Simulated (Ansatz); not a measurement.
**What biaxial strain −1.50 %, plane normal [001], relaxed out of plane does to BN**

The parent structure is BN in the zinc blende structure (space group F-43m, No. 216; a = 3.610 Å). Axes: x, y, z lie along the cube axes.

Perturbation: compressive biaxial strain of 1.50 % in the plane normal to [001], as in epitaxy on a mismatched substrate; the out-of-plane cell vector and the atoms relax.

The values are results of Kohn–Sham DFT with the r2SCAN functional, run in Ansatz (an electronic-structure program) with PAW and 500 eV plane waves, no spin-orbit coupling, not measurements. Γ-centred 16×16×16 mesh, Fermi–Dirac width 0.05 eV.

The volume per atom decreases by 0.14 Å³ (5.88 Å³ → 5.74 Å³) and the space group becomes I-4m2 (No. 119) (base: F-43m (No. 216)). The shortest interatomic distance drops by 0.012 Å to 1.551 Å and the energy rises by 7.9 meV/atom. The pressure (mean of the normal stresses, compression positive) goes from zero to 9.78 GPa and the band gap shrinks by 0.17 eV (5.00 eV → 4.83 eV). The gap character is indirect, Γ → X and the smallest direct gap is nearly the same (9.59 eV against 9.58 eV). The electron mass changes from 0.87 mₑ along k, 0.29 mₑ across (at X) to 0.84 mₑ along k, 0.29 mₑ across (at X) and the valence-band top at Γ (three highest levels, from the VBM) changes from 0.00, 0.00, 0.00 eV to 0.00, 0.00, -0.23 eV. The valley order (the lowest conduction-band minima on the path, energy above the VBM, named in the base's zone) changes from X along ⟨100⟩ 5.00 eV to X along [010] 4.83 eV; X along [001] 5.23 eV and the out-of-plane strain is +0.64 %. The ratio −ε⊥/ε∥ amounts to 0.42 and the mean in-plane stress (compression positive) comes out as +14.7 GPa.

Masses are band curvatures over ±0.01 Å⁻¹ around the edge. Along k means along the line from Γ to the band edge. Whether these cells are dynamically stable was not tested. Labels are those of the standard path for the cell's own space group.
